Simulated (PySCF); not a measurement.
PySCF 2.14.0, TPSSH/def2-svp, df: Fe(CO)5, 11 atoms. The geometry is a generated start, not checked to be a minimum at this level.

```yaml
task: energy
method: tpssh
basis: def2-svp
two_electron_scheme: density fitting
mol.max_memory: 3000 MB
mf.max_cycle: 100
mf.init_guess: minao (default)
mf.DIIS: CDIIS (default)
mf.conv_tol: 1e-09 (default)
mf.grids.level: 3 (default)
basis_functions: 171
grid_points: 161904
```

```xyz
11

Fe    -0.0019    -0.0007     0.0006
O      2.3639    -0.5863    -1.6514
C      1.4462    -0.3584    -1.0107
O      1.3243    -1.2076     2.2975
C      0.8016    -0.7366     1.3984
O     -1.2872     1.2247    -2.3103
C     -0.7864     0.7443    -1.4035
O     -2.1851    -1.9686     0.1874
C     -1.3381    -1.2065     0.1160
O     -0.2097     2.5397     1.4751
C     -0.1275     1.5560     0.9009
```

Charge 0 and multiplicity 1 are set for this test and not shown to be the ground state.

One run each on 2 threads, 1 BLAS thread. Values of diis_space tried: 3, 5, 8 (default), 12, 20.

Question: How does the count of Fock builds change with diis_space, and where is it least?

Answer: Fewest Fock builds, within one of each other: 8 (default) with 19, 12 with 19, 20 with 19. The count rises to 25 at 5. The run ends without SCF convergence in 100 cycles at 3.

```csv
diis_space,Fock builds,end
3,101,no convergence
5,25,same solution
8 (default),19,same solution
12,19,same solution
20,19,same solution
```
